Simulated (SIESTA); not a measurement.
Band structure of ScGe (Cmcm, 4 atoms in the cell).

```
CELL_PARAMETERS angstrom
      1.95553    -4.92658     0.00000
      1.95553     4.92658     0.00000
      0.00000     0.00000     3.68209
ATOMIC_POSITIONS crystal
  Sc 0.86301 0.13699 0.75000
  Sc 0.13699 0.86301 0.25000
  Ge 0.58951 0.41049 0.75000
  Ge 0.41049 0.58951 0.25000
```

Method: GGA PBEsol, numerical atomic orbitals DZP, PseudoDojo PBEsol standard norm-conserving potentials (rewritten from UPF to PSML) (SIESTA 5.4.2).

Settings: XC.functional = GGA; XC.authors = PBEsol; potentials = PseudoDojo PBEsol standard; PAO.BasisSize = DZP; PAO.EnergyShift = 0.01 Ry; MeshCutoff = 400 Ry; kgrid.MonkhorstPack = 7 7 7; OccupationFunction = FD; ElectronicTemperature = 0.1 eV; MaxSCFIterations = 150; SCF.Mixer.Method = Pulay; SCF.Mixer.Weight = 0.2; SCF.Mixer.History = 8; SCF.DM.Tolerance = 1.0E-04.

The starting cell comes from a database of computed structures (which also holds hypothetical and non-ambient phases and stackings), without a prior relaxation at this level. Its lattice was rescaled by a random factor within 2.5 % of one. Values carry the incompleteness of an atom-centred basis.

Levels in eV from the Fermi level, bands 22 to 27:
| point | 22 | 23 | 24 | 25 | 26 | 27 |
|---|---|---|---|---|---|---|
| Γ | -1.91 | -1.18 | -0.90 | 0.25 | 0.61 | 1.18 |
| X | -2.35 | -2.19 | -2.13 | 0.23 | 0.99 | 1.51 |
| S | -3.43 | -2.19 | -1.93 | 0.06 | 1.08 | 1.77 |
| R | -3.53 | -2.62 | -2.62 | -0.65 | -0.65 | 2.60 |
| A | -3.72 | -2.72 | -2.72 | -0.22 | -0.22 | 2.04 |
| Z | -3.30 | -1.84 | -1.84 | -1.29 | -1.29 | 2.84 |
| Y | -1.61 | -1.46 | -0.76 | -0.53 | 1.20 | 1.58 |
| X1 | -2.35 | -2.19 | -2.13 | 0.23 | 0.99 | 1.51 |
| A1 | -3.72 | -2.72 | -2.72 | -0.22 | -0.22 | 2.04 |
| T | -4.80 | -1.42 | -1.42 | -0.14 | -0.14 | 1.70 |

Bands cross the Fermi level along this path, so the cell is metallic at this level.

Higher empty bands are left out: an atom-centred basis made for the valence describes them poorly.
